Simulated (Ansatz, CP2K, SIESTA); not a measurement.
# Code comparison for Sc3SnB (P1, 5 atoms in the cell)

Self-consistent single point, at a second geometry (atoms moved at random). First geometry:

```
CELL_PARAMETERS angstrom
      4.66421     0.00000     0.00000
      0.00000     4.66421     0.00000
      0.00000     0.00000     4.66421
ATOMIC_POSITIONS crystal
  Sc 0.50000 0.00000 0.50000
  Sc 0.00000 0.50000 0.50000
  Sc 0.50000 0.50000 0.00000
  Sn 0.00000 0.00000 0.00000
  B  0.50000 0.50000 0.50000
```

Second geometry:
```xyz
5
Lattice="4.6642 0.0000 0.0000 0.0000 4.6642 0.0000 0.0000 0.0000 4.6642" Properties=species:S:1:pos:R:3 pbc="T T T"
Sc     2.3713     0.0507     2.2815
Sc    -0.0729     2.3577     2.4049
Sc     2.3753     2.3352    -0.0299
Sn     0.0324    -0.0635    -0.0024
B      2.2902     2.3161     2.3423
```

Shared settings, as Ansatz (a quantum-chemistry and plane-wave program) writes them: kpoints.mp_grid.grid = 6 6 6; scf.occupations.method = fermi_dirac; scf.occupations.width = 0.1 eV. Potentials and cutoffs stand in the table.

```
code                                                                                                                       model  ΔF from the first geometry (meV/atom)  pressure (GPa)  largest force (eV/Å)       cutoff
------  ------------------------------------------------------------------------------------------------------------------------  -------------------------------------  --------------  --------------------  -----------
CP2K                                        LDA (Pade form), GPW, DZVP-MOLOPT-SR-GTH basis, GTH-PADE potentials (GTH_POTENTIALS)                                   17.2           -5.73                 0.733  grid 600 Ry
Ansatz                                                                                       LDA (PW92), PAW files made with PBE                                   17.2           -5.73                 0.728      default
SIESTA  LDA PW92, numerical atomic orbitals DZP, PseudoDojo LDA standard norm-conserving potentials (rewritten from UPF to PSML)                                   17.0           -6.37                 0.709  grid 300 Ry
```

Size of the force on each atom (eV/Å): Sizes of forces hide their directions.

```
code      Sc1    Sc2    Sc3    Sn4     B5
------  -----  -----  -----  -----  -----
CP2K    0.604  0.733  0.484  0.249  0.377
Ansatz  0.614  0.728  0.484  0.253  0.397
SIESTA  0.587  0.709  0.466  0.274  0.367
```

The spread over the programs that give each value: ΔF from the first geometry within 0.2 meV/atom; pressure within 0.64 GPa; largest force within 0.024 eV/Å.

CP2K and SIESTA use small atom-centred bases, whose incompleteness enters pressures, forces and empty levels differently from a plane-wave cutoff. Ansatz's pressure is given at a fixed set of plane waves, as the other plane-wave codes print theirs.

The starting cell comes from a database of computed structures (which also holds hypothetical and non-ambient phases and stackings), without a prior relaxation at this level. Its lattice was rescaled by a random factor within 2.5 % of one. For this run, on top of that: atoms moved at random.

Keys are those of Ansatz 0.2.
